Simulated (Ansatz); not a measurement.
Cubic perovskite BaHfO3 was calculated with r²SCAN (Ansatz, a program for electronic structure, PAW).

Settings: plane-wave cutoff 560 eV, 8×8×8 k mesh, Fermi–Dirac smearing 0.01 eV, scalar-relativistic PAW data made under PBE.

Properties against volume:

```json
[
 {"V (Å³/atom)": "13.702", "P (GPa)": "12.10", "direct gap at Γ (eV)": "4.347", "smallest gap on the k mesh (eV)": "4.331"},
 {"V (Å³/atom)": "13.993", "P (GPa)": "7.63", "direct gap at Γ (eV)": "4.342", "smallest gap on the k mesh (eV)": "4.286"},
 {"V (Å³/atom)": "14.285", "P (GPa)": "3.61", "direct gap at Γ (eV)": "4.332", "smallest gap on the k mesh (eV)": "4.241"},
 {"V (Å³/atom)": "14.576", "P (GPa)": "0.00", "direct gap at Γ (eV)": "4.317", "smallest gap on the k mesh (eV)": "4.194"},
 {"V (Å³/atom)": "14.868", "P (GPa)": "-3.24", "direct gap at Γ (eV)": "4.299", "smallest gap on the k mesh (eV)": "4.148"},
 {"V (Å³/atom)": "15.160", "P (GPa)": "-6.16", "direct gap at Γ (eV)": "4.277", "smallest gap on the k mesh (eV)": "4.101"},
 {"V (Å³/atom)": "15.451", "P (GPa)": "-8.77", "direct gap at Γ (eV)": "4.252", "smallest gap on the k mesh (eV)": "4.053"}
]
```

The fundamental gap (4.19 eV at the equilibrium volume, with added k points) lies elsewhere than Γ–Γ.

Spin–orbit coupling is not included.
